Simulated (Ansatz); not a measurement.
Ansatz (a program for electronic structure) run on LiZn (Fd-3m, 4 atoms in the cell): relaxation of cell and atoms.

Computed with PBEsol, PAW files made with PBE (plane waves; Ansatz).

```
CELL_PARAMETERS angstrom
      0.00000     3.03182     3.03182
      3.03182     0.00000     3.03182
      3.03182     3.03182     0.00000
ATOMIC_POSITIONS crystal
  Li 0.25000 0.25000 0.25000
  Li 0.00000 0.00000 0.00000
  Zn 0.75000 0.75000 0.75000
  Zn 0.50000 0.50000 0.50000
```

Reference input (self-consistent single point, DFT, PBEsol, plane waves, PAW files made with PBE): kpoints.mp_grid.grid = 8 8 8; hamiltonian.xc = pbesol; hamiltonian.pseudopotentials = {kind: paw} (the program's default PAW files); scf.occupations.method = gaussian; scf.occupations.width = 0.05 eV. This run's input differs from it in these lines:

```diff
@@ -23,2 +23,4 @@
     width: 0.05
+relax:
+  cell: {}
 output:
```

Output (repeated stretches shortened):

```
   [... SCF lines of the steps left out ...]
relax step   1: F+E_penalty+E_count = -6968.62225216 eV  Δ(F+E_penalty+E_count) = +0.000e0 eV  max|allowed force component| = 2.718e-17 eV/Å  Δτ_max = 0.0000 Å  P = -0.329 GPa  Ω = 55.737 Å³  (9 SCF iters, dr2 threshold 1.00e-7 eV, accepted)
relax step   2: F+E_penalty+E_count = -6968.62269358 eV  Δ(F+E_penalty+E_count) = -4.414e-4 eV  max|allowed force component| = 1.197e-16 eV/Å  Δτ_max = 0.0000 Å  P = -0.102 GPa  Ω = 55.474 Å³  energy of the carried Pulay correction = +8.656e-5 eV  [...]
relax step   3: F+E_penalty+E_count = -6968.62276958 eV  Δ(F+E_penalty+E_count) = -7.601e-5 eV  max|allowed force component| = 2.432e-16 eV/Å  Δτ_max = 0.0000 Å  P = +0.001 GPa  Ω = 55.356 Å³  energy of the carried Pulay correction = +1.253e-4 eV  [...]
relax step   4: F+E_penalty+E_count = -6968.62265546 eV  Δ(F+E_penalty+E_count) = +1.141e-4 eV  max|allowed force component| = 2.330e-16 eV/Å  Δτ_max = 0.0000 Å  P = +0.001 GPa  Ω = 55.356 Å³  stress off target by 1.27e-3 GPa  SCF on the basis [...]
basis re-selected at this cell: Δ(F+E_penalty+E_count) = +1.141e-4 eV, ΔP = +0.000 GPa vs the last step
the relaxation is at rest under the 48 symmetry operations that the run kept from its start: a minimum is not shown …
Stability not checked: this state was not tested for a lower state beside it, because too few of the mixer's solves of this state at the end of the SCF gave a …
Free energy (F): -6968.622655 eV
Internal energy: -6968.622353 eV  (E = F + TS)
   [... lines left out ...]
Fermi energy:    6.802416 eV
  cell:  # Å, volume = 55.3563 Å³
   [... lines left out ...]
  atoms:
    - { symbol: Li, position: [0.24999999999999997, 0.24999999999999997, 0.24999999999999997] }
    - { symbol: Li, position: [-6.046339274075284e-34, 3.905720116577769e-34, 5.3581649545088485e-34] }
    - { symbol: Zn, position: [0.7499999999999999, 0.7499999999999999, 0.7499999999999999] }
    - { symbol: Zn, position: [0.49999999999999994, 0.49999999999999994, 0.49999999999999994] }
```

The run converged. 

Summary of the result:
```
Quantity                                                                                                               Result
-----------------------------------------------  ----------------------------------------------------------------------------
Free energy E − TS (on the zero of these files)                                                                 -6968.6227 eV
Fermi level (on the code's own zero)                                                                                  6.80 eV
Pressure                                                                                                             0.00 GPa
Final cell                                       a = 4.2779 Å, b = 4.2779 Å, c = 4.2779 Å, α = 60.00°, β = 60.00°, γ = 60.00°
Final volume per atom                                                                                                13.84 Å³
Relaxation steps                                                                                                            4
```

The starting cell comes from a database of computed structures (which also holds hypothetical and non-ambient phases and stackings), without a prior relaxation at this level. The relaxation keeps the symmetry of its start, so its end need not be a minimum. Ansatz's pressure includes its estimate of the finite-basis (Pulay) stress.

Keys are those of Ansatz 0.2.
